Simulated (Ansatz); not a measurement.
# Migration barriers: Se vacancy in zinc-blende ZnSe, charge state +2

Defect: Se vacancy in zinc-blende ZnSe, charge state +2. Computed with PBE, PAW (plane waves to 420 eV; Ansatz, a first-principles code).

Settings: 64 host sites, the relaxed PBE lattice, one k-point at (0.250, 0.250, 0.250), smearing 0.01 eV, spin-restricted, no image-charge correction. Energies are static. The charge state is imposed; whether it is stable for some Fermi level was not computed. Forms of the defect that were not tried may lie lower.

Barriers: single points on a 2×2×2 k-point mesh shifted by half a step at the bands' geometries.

```json
[
 {"Route": "one Se atom jumps into the vacancy from a nearby Se site", "Start site over the lowest site run (eV)": "0.00", "Hop (Å)": "4.12", "Forward barrier (eV)": "1.54", "Backward barrier (eV)": "1.54", "Neighbours at the start": "Zn at 2.40, 2 Zn at 2.49, Zn at 2.51 Å", "Neighbours at the saddle": "Zn at 2.34, Zn at 2.59, Zn at 2.62 Å", "Saddle order": "not checked, on a symmetry element", "Forward, on the band's own sampling (eV)": "1.50"}
]
```

Paths come from climbing-image nudged elastic band runs.  A band can be held on a symmetry element, so unchecked saddle points there may be too high.
